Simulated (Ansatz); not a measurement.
Base system: Ta in the bcc (W type) structure (space group Im-3m, No. 229; a = 3.254 Å; relaxed with 0.1 eV smearing). Axes: x, y, z lie along the cube axes.

Computed with Ansatz (a quantum-chemistry and plane-wave program), LDA, PAW, cutoff 420 eV, without spin-orbit coupling.

Now apply this change: uniaxial strain ε_zz = −2.50 %, all other strain components held at zero, atoms relaxed at fixed cell.

**Question.** How does this affect the stress?

**Answer.** The stress (xx, yy, zz, yz, xz, xy; compression positive) is (4.7, 4.7, 8.1, 0.0, 0.0, 0.0) GPa.

No phonon test of stability was made. The final runs are not spin-polarised.
